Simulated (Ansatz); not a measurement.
## Response to strain in Rh

Consider Rh in the fcc (Cu type) structure (space group Fm-3m, No. 225; relaxed with 0.1 eV smearing).

```
CELL_PARAMETERS angstrom
      0.00000     1.90077     1.90077
      1.90077     0.00000     1.90077
      1.90077     1.90077     0.00000
ATOMIC_POSITIONS crystal
  Rh 0.00000 0.00000 0.00000
```

Cartesian axes are those of the cell as printed.

Strains are applied to the cell and any free atomic positions relax.

Calculations: r2SCAN (Ansatz, an electronic-structure program, PAW, scalar-relativistic without spin-orbit coupling).

Notes on the quantities. energy relative to the base: free energy F; pressure: mean of the normal stresses, compression positive.

```tsv
variant	energy relative to the base	pressure	volume per atom
base	0 meV/atom	0.0 GPa	13.73 Å³
uniaxial strain ε_zz = +0.50 %	?	-1.4 GPa	13.80 Å³
uniaxial strain ε_zz = +1.00 %	?	-2.7 GPa	13.87 Å³
uniaxial strain ε_zz = +1.50 %	+4.1 meV/atom	?	13.94 Å³
uniaxial strain ε_zz = +2.00 %	+7.3 meV/atom	-5.2 GPa	14.01 Å³
uniaxial strain ε_zz = +2.50 %	+11 meV/atom	-6.4 GPa	14.08 Å³
uniaxial strain ε_zz = +3.00 %	?	-7.5 GPa	14.15 Å³
```

Q: What belongs in the blanks?

A: 
- uniaxial strain ε_zz = +0.50 %, energy relative to the base: +0.5 meV/atom
- uniaxial strain ε_zz = +1.00 %, energy relative to the base: +1.9 meV/atom
- uniaxial strain ε_zz = +1.50 %, pressure: -4.0 GPa
- uniaxial strain ε_zz = +3.00 %, energy relative to the base: +16 meV/atom

No phonon test of stability was made. The final runs are not spin-polarised. Rh lies near a magnetic instability that expansion can trigger; it was not tested.
